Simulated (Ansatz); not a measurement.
```
BeS
1.0
    0.00000     2.41874     2.41874
    2.41874     0.00000     2.41874
    2.41874     2.41874     0.00000
Be S
1 1
Direct
  0.00000   0.00000   0.00000
  0.75000   0.75000   0.75000
```

These are HSE06, rigid bands (plane waves, PAW, scalar-relativistic; Ansatz, a program for electronic structure) values and carry that method's errors. Geometry: cell and atoms relaxed with PBEsol.

Question: What conductivity effective mass do dilute electrons have at 300 K?

Answer: 0.36 mₑ.

Question: What conductivity effective mass do dilute holes have at 300 K?

Answer: 0.64 mₑ.

Question: And the band gap?

Answer: 4.04 eV at this level.

Rigid bands, one relaxation time for all states, no polarons. Spin-orbit coupling is left out; where it splits the top of the valence band it changes the hole mass and lowers the gap by about a third of the splitting. Geometry: cell and atoms relaxed with PBEsol.
